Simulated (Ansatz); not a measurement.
## What Cd on a Ge site does to Ge

Start from a 16-atom supercell of Ge in the diamond structure (space group Fd-3m, No. 227; a = 5.7617 Å) at its relaxed geometry.

One thing is altered: one Ge atom is replaced by Cd, atoms relaxed at fixed cell, starting from a slightly rattled geometry.

Calculations: PBE, PAW, 420 eV (Ansatz, a program for electronic structure; no SOC). Γ-centred 5×5×5 mesh, Fermi–Dirac width 0.05 eV.

| quantity | base | changed | shift |
|---|---|---|---|
| largest displacement of a host atom from its site in the perfect cell | – | 0.07 Å | – |
| mean distance from the defect site to its nearest host atoms | 249 pm | 256 pm | +7 pm |

Final structure:

```
CELL_PARAMETERS angstrom
      0.00000     5.76168     5.76168
      5.76168     0.00000     5.76168
      5.76168     5.76168     0.00000
ATOMIC_POSITIONS crystal
  Cd 0.25024 0.25064 0.25018
  Ge 0.25149 0.25153 0.74863
  Ge 0.25146 0.74989 0.25019
  Ge 0.25160 0.74976 0.74865
  Ge 0.75006 0.25160 0.25011
  Ge 0.74951 0.25160 0.74889
  Ge 0.74986 0.75014 0.25004
  Ge 0.75067 0.75077 0.74934
  Ge 0.37927 0.37910 0.37781
  Ge 0.37867 0.37888 0.86496
  Ge 0.37903 0.86549 0.37785
  Ge 0.37601 0.87562 0.87428
  Ge 0.86514 0.37933 0.37809
  Ge 0.87561 0.37611 0.87421
  Ge 0.87554 0.87567 0.37472
  Ge 0.87567 0.87568 0.87413
```

In so small a cell the defect repeats every few ångströms: this is an ordered compound, not a dilute defect. The final runs are not spin-polarised. The defect cell is not spin-polarised.
